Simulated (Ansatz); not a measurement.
The parent structure is PbS in the rock salt structure (space group Fm-3m, No. 225; a = 5.903 Å). Axes: x, y, z lie along the cube axes.

Level of theory: Kohn–Sham DFT with the PBEsol functional, run in Ansatz (a first-principles code) with PAW and 420 eV plane waves, no spin-orbit coupling, earlier PAW set.

One thing is altered: compressive biaxial strain of 0.66 % in the plane normal to [001], as in epitaxy on a mismatched substrate; the out-of-plane cell vector and the atoms relax.

What happens to the in-plane stress and out-of-plane strain?

The mean in-plane stress (compression positive) amounts to +1.1 GPa; the out-of-plane strain is +0.14 %.

Stability against distortions was not tested.
